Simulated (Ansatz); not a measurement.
# ZnGaNO (model structure, started from the AlSiCN type, P3m1, No. 156, 4 atoms in the cell)

All values below come from r²SCAN+SOC (Ansatz, a program for electronic structure, PAW).

Settings: plane-wave cutoff 560 eV, 12×12×8 k mesh (along the axes of the cell as run), Fermi–Dirac smearing 0.01 eV, PAW data made under PBE.

Cell (relaxed with PBEsol):

```yaml
crystal:
  lattice:
    - [3.19556, 0.00000, 0.00000]
    - [-1.59778, 2.76744, 0.00000]
    - [0.00000, 0.00000, 5.22005]
  atoms:
    - { symbol: Ga, position: [0.33333, 0.66667, 0.50740] }
    - { symbol: Zn, position: [0.66667, 0.33333, 0.99111] }
    - { symbol: O, position: [0.33333, 0.66667, 0.13843] }
    - { symbol: N, position: [0.66667, 0.33333, 0.61306] }
```

```json
{
 "band_gap": "1.74 eV (direct)"
}
```

Note: the relaxation could raise the start's symmetry but not lower it, so the cell can be a saddle point; cell and atoms aren't relaxed at this level (largest force component 0.11 eV/Å).

The result took roughly 9 core-minutes.

A model structure was made by putting elements into a prototype or built by hand; it is no filed structure, need not be a known phase, and can be a saddle point held by its symmetry.
